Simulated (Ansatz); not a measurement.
Start from NaCl in the rock salt structure (space group Fm-3m, No. 225; a = 5.601 Å).

Computed with plane-wave PAW DFT at the PBEsol level (Ansatz, a first-principles code, 420 eV), no spin-orbit coupling.

Base values:

The band gap is 5.01 eV, the pressure comes out as 0.1 kbar and the width of the top valence band is 0.80 eV.

Modification: an isotropic linear strain of +1.50 %; the atoms relax in the strained cell.

Problem. Predict the new band gap, pressure and width of the top valence band.

Solution. The band gap shrinks by 0.16 eV, from 5.01 eV to 4.85 eV; the pressure decreases by 10.4 kbar to -10.3 kbar; the width of the top valence band drops by 0.06 eV, from 0.80 eV to 0.74 eV.

Stability against distortions was not tested.
